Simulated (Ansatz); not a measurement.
Consider Mg$_{2}$Sn (space group Fm-3m, No. 225; a = 6.664 Å; relaxed with 0.1 eV smearing). Axes: x, y, z lie along the cube axes.

Method: LDA/PAW in Ansatz (a program for electronic structure), scalar-relativistic without spin-orbit coupling.

Before the change:

```
Property                         Value
-----------------------------  -------
Shortest interatomic distance  2.886 Å
```

Modification: biaxial strain −2.08 %, plane normal [111], relaxed out of plane (Cartesian); in-plane vectors clamped, the third vector and the atoms free.

**Question.** Estimate the effect on the out-of-plane strain and shortest interatomic distance.

**Answer.** The out-of-plane strain comes out as +1.15 %; the shortest interatomic distance shrinks by 0.042 Å (2.886 Å → 2.844 Å).

Stability against distortions was not tested.
